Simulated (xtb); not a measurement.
xtb 6.7.1, GFN2-xTB: Zn(Et)(SH) cation (C[CH2][Zn][SH]), charge +1, multiplicity 2, 10 atoms. The geometry is a generated start, not checked to be a minimum at this level.

```
Quantity                                                                                                       Result
------------------------  -------------------------------------------------------------------------------------------
method                                                                                                       GFN2-xTB
--acc                                                                                                     1 (default)
--etemp (K)                                                                                             300 (default)
detailed input (--input)  none: ANC optimiser, Lindh (1995) Hessian, microcycle=20, maxdispl=1.0, hlow=0.01 (default)
basis functions                                                                                                    28
valence electrons                                                                                                  21
```

```xyz
10

Zn    -0.2871     1.0537     0.9002
C      0.4042    -0.7341     0.1605
C      0.3646    -0.8391    -1.3588
H     -0.1975    -1.5311     0.5939
H      1.4257    -0.8777     0.5075
H      0.9894    -0.0827    -1.8296
H     -0.6500    -0.7339    -1.7424
H      0.7352    -1.8181    -1.6680
S     -1.0511     3.0693     1.7298
H     -1.7334     2.4937     2.7068
```

Charge 1 and multiplicity 2 are set for this test and not shown to be the ground state. GFN-xTB has no spin term: --uhf 1 sets the occupations alone.

The structure is relaxed from this start with --opt LEVEL for the levels crude, sloppy, loose, lax, normal, tight, vtight, extreme, once each. Up to the end of the extreme run atoms move by at most 0.75 Å along an axis.

Which level is enough to come within 1 meV of the tightest end point?

vtight: 80 cycles against 100, ending 0.13 meV above.

```json
[
 {"level": "crude", "cycles": "4", "energy above the extreme run (meV)": "40", "gradient norm (eV/Å)": "0.21"},
 {"level": "sloppy", "cycles": "5", "energy above the extreme run (meV)": "39", "gradient norm (eV/Å)": "0.17"},
 {"level": "loose", "cycles": "6", "energy above the extreme run (meV)": "38", "gradient norm (eV/Å)": "0.11"},
 {"level": "lax", "cycles": "16", "energy above the extreme run (meV)": "30", "gradient norm (eV/Å)": "0.11"},
 {"level": "normal", "cycles": "29", "energy above the extreme run (meV)": "25", "gradient norm (eV/Å)": "0.023"},
 {"level": "tight", "cycles": "30", "energy above the extreme run (meV)": "25", "gradient norm (eV/Å)": "0.022"},
 {"level": "vtight", "cycles": "80", "energy above the extreme run (meV)": "0.13", "gradient norm (eV/Å)": "0.0036"},
 {"level": "extreme", "cycles": "100", "energy above the extreme run (meV)": "—", "gradient norm (eV/Å)": "0.0013"}
]
```
